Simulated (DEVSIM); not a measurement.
System: Schottky contact on p-type GaAs, at 300 K.

```
layer (left to right)  material  thickness (μm)  Na (cm⁻³)   τn (s)   τp (s)
---------------------  --------  --------------  ---------  -------  -------
1                          GaAs            3.30     2.8e15  7.8e-10  7.8e-10
```

Left contact: Schottky, work function 4.494 eV, emission velocity 4.1e6 cm/s. Right contact: ohmic. Voltage is applied to the left contact. Recombination: SRH at mid-gap, Auger. Mobility is μmin + (μ − μmin)/(1 + (N/Nref)^α).

This is a model device: material constants are rounded textbook-type values typed into the input, and sizes, dopings and lifetimes were drawn at random. Values at 300 K.

| parameter | GaAs |
|---|---|
| gap (eV) | 1.424 |
| affinity (eV) | 4.07 |
| permittivity | 12.9 |
| Nc (cm⁻³) | 4.7e17 |
| Nv (cm⁻³) | 9e18 |
| μn (cm²/Vs) | 8500 |
| μp (cm²/Vs) | 400 |
| μn,min | 500 |
| μp,min | 20 |
| Nref,n | 6e16 |
| Nref,p | 1.5e17 |
| αn | 0.39 |
| αp | 0.38 |
| Cn (cm⁶/s) | 1e-30 |
| Cp (cm⁶/s) | 1e-30 |

DEVSIM, 1D drift-diffusion, Boltzmann statistics, complete ionisation; no tunnelling, impact ionisation, image-force lowering or self-heating. Metal contacts follow the ideal Schottky-Mott rule: no Fermi-level pinning, no interface dipoles.

### Question
Tabulate band edges, carrier densities and field at -1.15 V on the left contact.

### Answer
Energies count from the Fermi level of the right contact; mesh points crowd at the junctions.

```
x (μm)   Ec (eV)  Ev (eV)  n (cm⁻³)  p (cm⁻³)  field (V/cm)
-------  -------  -------  --------  --------  ------------
0.000      1.574    0.150    2.0e10    2.7e14          2300
0.01063    1.576    0.152    1.8e10    4.3e14          2000
0.02589    1.579    0.155    1.5e10    6.8e14          1500
0.05077    1.582    0.158    1.3e10    1.1e15           810
0.09738    1.583    0.159    1.0e10    1.8e15           -74
0.1505     1.581    0.157     9.2e9    2.3e15          -640
0.2267     1.575    0.151     8.5e9    2.6e15         -1000
0.3992     1.556    0.132     8.2e9    2.8e15         -1200
0.5839     1.534    0.110     8.2e9    2.8e15         -1200
0.8491     1.503    0.079     8.1e9    2.8e15         -1200
1.230      1.458    0.034     8.1e9    2.8e15         -1200
1.955      1.373   -0.051     8.0e9    2.8e15         -1200
2.371      1.324   -0.100     7.8e9    2.8e15         -1200
2.660      1.290   -0.134     7.5e9    2.8e15         -1200
2.915      1.260   -0.164     6.5e9    2.8e15         -1200
3.050      1.244   -0.179     5.3e9    2.8e15         -1200
3.134      1.235   -0.189     4.2e9    2.8e15         -1200
3.192      1.228   -0.196     3.1e9    2.8e15         -1200
3.242      1.222   -0.202     1.8e9    2.8e15         -1200
3.267      1.219   -0.205     1.1e9    2.8e15         -1200
3.286      1.217   -0.207     4.8e8    2.8e15         -1200
3.300      1.215   -0.209     < 1e2    2.8e15         -1200
```
